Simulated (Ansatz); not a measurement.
Sc3Mo (model structure, started from the Cu3Au type, Pm-3m, No. 221, 4 atoms in the cell), treated with LDA in Ansatz (PAW).

Settings: plane-wave cutoff 520 eV, 14×14×14 k mesh, Fermi–Dirac smearing 0.05 eV, no spin polarisation, scalar-relativistic PAW data made under PBE.

Cell (relaxed at this level):

```yaml
crystal:
  lattice:
    - [4.24771, 0.00000, 0.00000]
    - [0.00000, 4.24771, 0.00000]
    - [0.00000, 0.00000, 4.24771]
  atoms:
    - { symbol: Sc, position: [0.00000, 0.50000, 0.50000] }
    - { symbol: Sc, position: [0.50000, 0.50000, 0.00000] }
    - { symbol: Sc, position: [0.50000, 0.00000, 0.50000] }
    - { symbol: Mo, position: [0.00000, 0.00000, 0.00000] }
```

Q: Give the computed bulk modulus.

A: 
- bulk modulus: 92.8 GPa

Note: the run has no spin polarisation, so it can have missed a magnetic state; the bulk modulus is −V dP/dV from two relaxed cells at ±2 % in volume; the relaxation could raise the start's symmetry but not lower it, so the cell can be a saddle point.

A model structure was made by putting elements into a prototype or built by hand; it is no filed structure, need not be a known phase, and can be a saddle point held by its symmetry.

Ansatz is a quantum-chemistry and plane-wave program.
